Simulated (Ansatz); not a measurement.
Ansatz (a program for electronic structure), DFT, PBE, plane waves, its soft PAW files of 3 December: unreconstructed Ge(100) slab of 8 layers, 1x1, atoms displaced (Ge8), unrelaxed, 8 atoms. Basis and mesh were picked for this test and aren't claimed converged.

- cell = 4.00, 4.00, 19.90 Å; 90, 90, 90°
- distance to the nearest atom = 2.36 to 2.45 Å
- task = single point
- k mesh = 6×6×1
- hamiltonian.xc = pbe
- kind of files = paw
- scf.occupations.method = fermi_dirac
- scf.occupations.width = 0.1 eV
- output.forces = true
- binding of workers (--pin) = off
- k-point pools (--kpoint-pools) = 1
- memory maximum (--max-ram) = 8GiB
- accuracy = medium (default)
- basis.precision = auto (default)
- basis.xc_grid = 2 (default)
- scf.eigensolver.kind = auto (default)
- scf.convergence.dr2_threshold = 1e-07 (default)
- scf.lower_state_search = light (default)
- k-points after symmetry = 20
- bands at the start = 64
- electrons = 112
- plane waves at Γ = 6235
- cutoff (eV) = 420
- FFT grid = 27×27×135
- symmetry operations = 1

Settings of this run: scf.mixing.algorithm = auto, scf.mixing.preconditioner = kerker, scf.algorithm = auto; 4 threads.

| iteration | dr2 (eV) | Hψ |
|---|---|---|
| 1 | 3.29e0 | 6217 |
| 2 | 1.54e0 | 1294 |
| 3 | 1.13e-1 | 1591 |
| 4 | 7.97e-2 | 2648 |
| 5 | 5.76e-2 | 2163 |
| 6 | 4.07e-2 | 1277 |
| 7 | 2.46e-2 | 1344 |
| 8 | 1.26e-2 | 1799 |
| 9 | 7.49e-3 | 1832 |
| 10 | 4.41e-3 | 1404 |
| 11 | 1.33e-3 | 1429 |
| 12 | 3.04e-4 | 2397 |
| 13 | 1.05e-4 | 2412 |
| 14 | 3.37e-5 | 2418 |
| 15 | 8.41e-6 | 2439 |
| 16 | 3.52e-6 | 2427 |
| 17 | 8.69e-7 | 1555 |
| 18 | 2.82e-7 | 2126 |
| 19 | 2.43e-7 | 2397 |
| 20 | 1.39e-7 | 1421 |
| 21 | 4.23e-8 | 3815 |

It converged after 21 SCF iterations.

Task: The cycle is slow. Which setting should be changed?

Result: One answer among several that fit: scf.mixing.preconditioner = auto (default) (9 SCF iterations) or scf.mixing.preconditioner = ldos (9 SCF iterations), all else kept. The other changes of this size gave: scf.mixing.preconditioner = local_kerker (13); scf.mixing.preconditioner = none (15); scf.mixing.preconditioner = kerker_dos (15); scf.mixing.algorithm = broyden (20). With more settings changed, the fewest of all runs of this system: scf.mixing.preconditioner = auto (default), scf.algorithm = direct_min (7). In that run the program took: scf.mixing.algorithm MSR1, scf.mixing.preconditioner LDOS, scf.eigensolver.kind band_cg, --slots 4. The first change moves the result by: energy under 0.001 meV/atom, forces (largest component) 0.033 meV/Å. Counts are of single runs.

Keys are those of Ansatz 0.2.
